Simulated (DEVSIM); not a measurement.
System: Pd/La2O3/p-Si capacitor, at 300 K.

Layer 1 from the left is La2O3, thickness (nm) 1.40. Layer 2 from the left is Si, thickness (nm) 610, Na (cm⁻³) 8.8e17.

Metal gate on the left, work function 5.2 eV. Fixed charge at the semiconductor interface 0 cm⁻² (in units of +e); no interface traps.

Constants are typed, rounded textbook-type inputs, not results; the design itself was drawn at random and stands for no fabricated device. Values at 300 K.

La2O3: gap (eV) 5.8, affinity (eV) 1.8, permittivity 27. Si: gap (eV) 1.124, affinity (eV) 4.05, permittivity 11.7, Nc (cm⁻³) 2.86e19, Nv (cm⁻³) 3.1e19.

Simulated with DEVSIM: 1D Poisson equation in equilibrium, Boltzmann statistics, complete ionisation; no quantum confinement or tunnelling. Metal contacts follow the ideal Schottky-Mott rule: no Fermi-level pinning, no interface dipoles.

Task: What does the simulation give for the minimum of the low-frequency capacitance, the flat-band voltage, the threshold voltage (band bending 2φF)?

Result: minimum of the low-frequency capacitance 0.301 μF/cm²; flat-band voltage 0.12 V; threshold voltage (band bending 2φF) 1.09 V.
